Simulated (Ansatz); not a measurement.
A computed series for hypothetical diamond La: pressure series

Start from La in the diamond structure (space group Fd-3m, No. 227; a hypothetical phase, not in the database extracts checked).

```
CELL_PARAMETERS angstrom
      0.00000     3.33976     3.33976
      3.33976     0.00000     3.33976
      3.33976     3.33976     0.00000
ATOMIC_POSITIONS crystal
  La 0.75000 0.75000 0.75000
  La 0.50000 0.50000 0.50000
```

Cell and atoms are relaxed at each pressure.

Levels (all Ansatz, an electronic-structure program, PAW): PBE (420 eV, no SOC); PBEsol (420 eV, no spin-orbit coupling).

The base cell above is that of PBE; each level relaxes its own structures.

| case | volume per atom, PBE | volume per atom, PBEsol |
|---|---|---|
| pressure −2 GPa | 39.31 Å³ | (withheld) |
| pressure −1 GPa | 38.18 Å³ | 36.03 Å³ |
| pressure 0.3 GPa | 37.01 Å³ | 35.15 Å³ |
| pressure 0.7 GPa | 36.69 Å³ | (withheld) |
| pressure 1.5 GPa | 36.11 Å³ | 34.45 Å³ |
| pressure 3 GPa | 35.17 Å³ | (withheld) |
| pressure 5 GPa | 34.12 Å³ | (withheld) |
| pressure 7.5 GPa | 33.03 Å³ | 31.86 Å³ |
| pressure 10 GPa | 32.11 Å³ | 31.06 Å³ |

Question: Some entries are withheld; estimate them.

Answer: 
- pressure −2 GPa, volume per atom, PBEsol: 36.84 Å³
- pressure 0.7 GPa, volume per atom, PBEsol: 34.91 Å³
- pressure 3 GPa, volume per atom, PBEsol: 33.68 Å³
- pressure 5 GPa, volume per atom, PBEsol: 32.79 Å³

PBE lies above PBEsol in every row, by 1.05 Å³ to 2.48 Å³. They put the cases in the same order.

Load acts through the strain it causes; cell and atoms are relaxed under it. Stability against distortions was not tested. Competing high-pressure phases were not computed.
